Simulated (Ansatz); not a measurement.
An Ansatz (a quantum-chemistry and plane-wave program) run: RuSi with a change (Si → Os); Ansatz PBEsol, no spin-orbit coupling, earlier PAW set.

Input:

Ansatz 0.2 input:
```yaml
crystal:
  lattice:
    - [4.8366524664, 0, 0]
    - [0, 4.8366524664, 0]
    - [0, 0, 4.8366524664]
  atoms:
    - { symbol: Ru, position: [0.1501284364, 0.1501284364, 0.1501284364] }
    - { symbol: Ru, position: [0.6501284364, 0.3498715636, 0.8498715636] }
    - { symbol: Ru, position: [0.8498715636, 0.6501284364, 0.3498715636] }
    - { symbol: Ru, position: [0.3498715636, 0.8498715636, 0.6501284364] }
    - { symbol: Os, position: [0.8515736577, 0.8515736577, 0.8515736577] }
    - { symbol: Os, position: [0.3515736577, 0.6484263423, 0.1484263423] }
    - { symbol: Os, position: [0.1484263423, 0.3515736577, 0.6484263423] }
    - { symbol: Os, position: [0.6484263423, 0.1484263423, 0.3515736577] }
basis: { ecutwfc: 420, ecutrho_ratio: 4, xc_grid: 2, fft_grid_basis: typed }
kpoints: { mp_grid: { grid: [10, 10, 10] } }
hamiltonian:
  xc: pbesol
  dispersion: none
  pseudopotentials: { azcp: { folder: ./paw }, kind: paw }
scf: { occupations: { method: fermi_dirac, width: 0.05 }, convergence: { dr2_threshold: 0.0000000008 } }
output: { forces: true, stress: true }
checkpoint: { write: state.ck, write_every: 1000 }
```

Output:

```
WARN ansatz: RAYON_NUM_THREADS=2 ignored (pool sized by the plan → 2); use --threads N
Pseudopotentials: kind: paw
Pseudopotential: Ru, paw, valence charge 16
Pseudopotential: Os, paw, valence charge 16
Functional definition: PBEsol
Crystal: 8 atoms, lattice volume = 113.145 Å³
Basis set: ecut = 420 eV, 2205 PW (Γ), exchange–correlation on 72×72×72 points (8 copies of the dense FFT grid, shifted against one another)
Bands: 77, of which v1, the nominal top of the filled ones, is band 64 counted from 1 (63 counted from 0)
Symmetry: 12 space group operations
Space group: P213 (ITA 198), of the structure as read, at distance tolerance 4.8e-5 Å
k-points: 76 of 1000 (time reversal used)
PAW frozen core: Ru, regenerated for the run's functional, and the local potential with it
PAW frozen core: Os, regenerated for the run's functional, and the local potential with it
Initial density: superposition of atomic densities (chi_scale 0.1, normalization cell)
Initial wavefunctions: pseudopotential atomic-orbital guess
Eigensolver: davidson
Functional: x = pbesol(κ = 0.804, μ = 0.12345679012345678), c = pbesol(β = 0.046)
SCF iter   1: F=—  HF=-68277.825367 eV  |F-HF|=—  |Δ(HF+E_count)|=         —  Δρ=1.49e-1  dr2=3.71e1  ethr=3.10e-3  ⟨swp⟩=5.8  Hψ=18650  notcnv=0  defer=9
all-band conjugate gradients solve this SCF's bands
preconditioner: auto → Kerker (q_TF=auto, 2.785 Å⁻¹)
SCF iter   2: F=—  HF=-68273.317825 eV  |F-HF|=—  |Δ(HF+E_count)|=    4.51e0  Δρ=7.31e-2  dr2=9.16e0  ethr=3.10e-3  ⟨swp⟩=2.0  Hψ=10482  notcnv=0  defer=110
SCF iter   3: F=—  HF=-68271.980242 eV  |F-HF|=—  |Δ(HF+E_count)|=    1.34e0  Δρ=9.00e-3  dr2=4.34e-2  ethr=3.10e-3  ⟨swp⟩=2.0  Hψ=8960  notcnv=0  defer=110
SCF iter   4: F=—  HF=-68271.978421 eV  |F-HF|=—  |Δ(HF+E_count)|=   1.82e-3  Δρ=2.62e-3  dr2=1.38e-2  ethr=3.39e-5  ⟨swp⟩=2.0  Hψ=10984  notcnv=0  defer=114
SCF iter   5: F=—  HF=-68271.976706 eV  |F-HF|=—  |Δ(HF+E_count)|=   1.71e-3  Δρ=3.47e-4  dr2=1.40e-4  ethr=1.08e-5  ⟨swp⟩=2.4  Hψ=7690  notcnv=0  defer=114
SCF iter   6: F=—  HF=-68271.976664 eV  |F-HF|=—  |Δ(HF+E_count)|=   4.27e-5  Δρ=7.40e-5  dr2=9.70e-6  ethr=1.09e-7  ⟨swp⟩=2.0  Hψ=8164  notcnv=0  defer=114
SCF iter   7: F=—  HF=-68271.976669 eV  |F-HF|=—  |Δ(HF+E_count)|=   5.61e-6  Δρ=1.39e-5  dr2=1.86e-7  ethr=7.58e-9  ⟨swp⟩=2.1  Hψ=7904  notcnv=0  defer=114
SCF iter   8: F=—  HF=-68271.976669 eV  |F-HF|=—  |Δ(HF+E_count)|=   1.11e-8  Δρ=2.04e-6  dr2=2.76e-9  ethr=1.45e-10  ⟨swp⟩=2.2  Hψ=8491  notcnv=0  defer=114
SCF iter   9: F=-68271.976669 eV  HF=-68271.976669 eV  |F-HF|=7.28e-11  |Δ(HF+E_count)|=  3.06e-10  Δρ=4.57e-7  dr2=1.72e-10  ethr=1.00e-12  ⟨swp⟩=4.0  Hψ=18403  notcnv=0
SCF 1 converged in 9 iterations: F = -68271.976669 eV  dr2 = 1.72e-10
SCF converged after 9 iterations
Free energy (F): -68271.976669 eV
Harris-Foulkes:  -68271.976669 eV  (|F-HF|=7.28e-11)
Internal energy: -68271.908230 eV  (E = F + TS)
E sigma→0 (E₀):  -68271.942450 eV
Entropy (-TS):   -0.068439 eV (-8.555 meV/atom)
Fermi energy:    23.831304 eV
--- Per-component energies (eV) ---
  E_band       = -583.564849
  E_kinetic    = 3811.327953
  E_local      = -9107.073048  (includes V_loc(G=0)·N_el)
  E_nonlocal   = 2459.033483
  E_hartree    = 3125.614111
  E_xc         = -1605.977765
  E_vxc        = -1841.022165  (∫ρ·V_xc dr)
  E_paw        = -49421.053535  (= ΣΔE_a)
  E_vpaw       = -2157.064411  (= ΣTr[D̂ρ^β])
  E_aug_tail   = 0.004346  (compensation charges beyond the density's cutoff)
  E_ewald      = -17535.788952
  E_core_change = 2.005177  (= ΣΔE_core)
  E_smearing   = -0.068439  (= −TS)
  E_closure    = 0.000000  (closes the sum)
  Σ components = -68271.976669   (vs F -68271.976669, Δ=0.00e0)
  [band-id]    e_kinetic+e_local+e_nonlocal+2·e_hartree+e_vxc+e_vpaw+e_augmentation_tail = -583.565619   (vs E_band -583.564849, Δ=-7.70e-4)
--- Forces (eV/Å), atoms counted from 1 ---
  atom   1  Ru    -0.00013716    -0.00013716    -0.00013716
  atom   2  Ru    -0.00013716     0.00013716     0.00013716
  atom   3  Ru     0.00013716    -0.00013716     0.00013716
  atom   4  Ru     0.00013716     0.00013716    -0.00013716
  atom   5  Os    -0.00004494    -0.00004494    -0.00004494
  atom   6  Os    -0.00004494     0.00004494     0.00004494
  atom   7  Os     0.00004494    -0.00004494     0.00004494
  atom   8  Os     0.00004494     0.00004494    -0.00004494
  max |Σ_I F_I| component: 1.79e-17 eV/Å
--- Stress (GPa, compression-positive) ---
       -0.004909       0.000000      -0.000000
        0.000000      -0.004909      -0.000000
        0.000000       0.000000      -0.004909
  P = ⅓ Tr σ = -0.0049 GPa (-0.049 kbar)
  The stress holds the Pulay correction. Without it, at fixed plane waves, as pw.x and ABINIT print it: P = -0.1978 GPa
  The stress includes an estimate of the error left by incomplete SCF convergence (largest component 0.0004 GPa).
--- Band table ---
  band table: none
```

Stability against distortions was not tested. All final runs are without spin polarisation. The cell was made from RuSi by this change: Si → Os; the result is a hypothetical phase, not in the database extracts checked.
